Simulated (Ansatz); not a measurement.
Ge₂Sb₂Te₅ (model structure, R-3m, No. 166, 9 atoms in the cell)

All values below come from PBE (plane waves, PAW; Ansatz, an electronic-structure program).

Run with plane-wave cutoff 520 eV, 10×10×10 k mesh, Fermi–Dirac smearing 0.01 eV, scalar-relativistic PAW data made under PBE.

Cell (relaxed at this level):

Ge₂Sb₂Te₅ has the trigonal space group R-3m, hexagonal axes (No. 166), Pearson symbol hR9. Conventional cell: a = b = 4.2879 Å, c = 53.7015 Å, α = β = 90.00°, γ = 120.00°. Te1 on 3a is surrounded by 6 Ge at 3.023 Å (octahedral). Ge on 6c sees 6 Te at 3.000–3.023 Å (octahedral). Te2 on 6c is coordinated by 3 Ge at 3.000 Å and 3 Sb at 3.206 Å (octahedral). Sb on 6c is surrounded by 3 Te at 3.009 Å and 3 Te at 3.206 Å (octahedral). Te3 on 6c sees 3 Sb at 3.009 Å (trigonal pyramidal). (Neighbours: up to the widest gap in distance over summed covalent radii, below 1.35, at either atom.)
(The calculation used a cell of 9 atoms; values per cell refer to that cell.)

```json
{
  "band_gap": "0.66 eV (on the SCF k mesh)"
}
```

Note: the relaxation could raise the start's symmetry but not lower it, so the cell can be a saddle point; the cell has widely spaced layers and the level no dispersion term, so their spacing and the moduli can rest on weak binding.

Spin–orbit coupling is not included; with these elements it can move the gap by several tenths of an eV or more.

A model structure was made by putting elements into a prototype or built by hand; it is no filed structure, need not be a known phase, and can be a saddle point held by its symmetry.
